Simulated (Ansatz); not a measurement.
Results of PBE in Ansatz (PAW) for VSi2 (P6₂22, No. 180).

Run with plane-wave cutoff 500 eV, no spin polarisation, scalar-relativistic PAW data made under PBE.

Computed at the level's own relaxed cell.

### Question
Predict the equilibrium volume per atom, lattice parameter a and lattice parameter c.

### Answer

- equilibrium volume per atom: 12.77 Å³/atom
- lattice parameter a: 4.565 Å
- lattice parameter c: 6.369 Å

Computing time: about 4 core-minutes (a rough figure).

Ansatz is an electronic-structure program.
